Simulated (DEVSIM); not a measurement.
Device: Au/La2O3/p-Si capacitor, at 250 K.

```tsv
layer (left to right)	material	thickness (nm)	Na (cm⁻³)
1	La2O3	8.40	-
2	Si	620	8.7e17
```

Metal gate on the left, work function 5.1 eV. Fixed charge at the semiconductor interface 1.2e12 cm⁻² (in units of +e); no interface traps.

The device is made up for the run: typed textbook-type constants, with dimensions and the other settings drawn at random. Values at 300 K; Nc and Nv go as T^1.5, mobilities as T to minus their exponent, the gap by Varshni's rule with the affinity fixed.

```csv
parameter,La2O3,Si
gap (eV),5.8,1.124
affinity (eV),1.8,4.05
permittivity,27,11.7
Nc (cm⁻³),-,2.86e19
Nv (cm⁻³),-,3.1e19
Varshni α (eV/K),-,0.000473
Varshni β (K),-,636
```

Simulated with DEVSIM: 1D Poisson equation in equilibrium, Boltzmann statistics, complete ionisation; no quantum confinement or tunnelling. Metal contacts follow the ideal Schottky-Mott rule: no Fermi-level pinning, no interface dipoles.

The substrate doping was swept, all else fixed.

```
substrate doping (cm^-3)  flat-band voltage (V)  threshold voltage (band bending 2φF) (V)  minimum of the low-frequency capacitance (μF/cm²)
------------------------  ---------------------  ----------------------------------------  -------------------------------------------------
4.4e16                                    -0.02                                      0.89                                             0.0689
8.7e16                                    -0.03                                         ?                                                  ?
1.7e17                                    -0.05                                      0.95                                              0.131
4.4e17                                    -0.07                                      1.03                                              0.197
8.7e17                                    -0.08                                      1.10                                              0.263
1.7e18                                    -0.10                                      1.20                                              0.351
```

### Question
What belongs in the gaps?

### Answer

- 8.7e16, threshold voltage (band bending 2φF) (V): 0.92
- 8.7e16, minimum of the low-frequency capacitance (μF/cm²): 0.0947
